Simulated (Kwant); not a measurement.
System: GaAs/Al0.3Ga0.7As stack with 1 barrier. One parabolic valley. Leads of mass 0.067 mₑ with the band edge at 0; grid 0.1 nm; bias 0.072 V, dropping linearly over the stack.

| layer | thickness (nm) | band offset (eV) | mass (mₑ) |
|---|---|---|---|
| 1 | 2 | 0.24 | 0.092 |

Constants are typed, rounded textbook-type inputs, not results; the design itself was drawn at random and stands for no fabricated device.

Computed with Kwant: one-band effective-mass tight-binding model in one dimension, coherent, no space charge.

Sweep values stay those of the base run.

Base results: transmission at E = 0.2692 eV 0.63; transmission at E = 0.3600 eV 0.72; transmission at E = 0.1783 eV 0.52; mean transmission over the sweep 0.49.

### Question
What follows from this one change: thickness of the first barrier 2 → 1.2 nm?

### Answer
transmission at E = 0.2692 eV 0.63 → 0.80; transmission at E = 0.3600 eV 0.72 → 0.83; transmission at E = 0.1783 eV 0.52 → 0.76; mean transmission over the sweep 0.49 → 0.71.

### Question
What follows from this one change: mass in the first barrier 0.092 → 0.12 mₑ?

### Answer
transmission at E = 0.2692 eV 0.63 → 0.50; transmission at E = 0.3600 eV 0.72 → 0.60; transmission at E = 0.1783 eV 0.52 → 0.39; mean transmission over the sweep 0.49 → 0.38.
